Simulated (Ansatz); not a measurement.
The reference is WS₂ in the 2H-MoS2 type structure (space group P6_3/mmc, No. 194; a = 3.115 Å, c = 11.773 Å; layered, stacked along the Cartesian z axis). Axes: x lies along a and z along c of the hexagonal cell.

The values are results of PBEsol-D3(BJ) in Ansatz (plane waves to 420 eV, PAW, no spin-orbit coupling), earlier PAW set, not measurements.

Base values:

| Item | Result |
|---|---|
| Band gap | 0.66 eV |

Modification: tensor shear ε_xz = +0.73 % (engineering shear γ = 0.0146); the atoms relax in the strained cell.

What does the calculation give for the band gap after the change?

The band gap stays 0.66 eV.

Estimate the effect on the largest internal atomic displacement.

The largest internal atomic displacement is 0.021 Å.

Spin-orbit coupling, missing from the scalar runs, can matter with W. Whether these cells are dynamically stable was not tested.

Ansatz is a program for electronic structure.
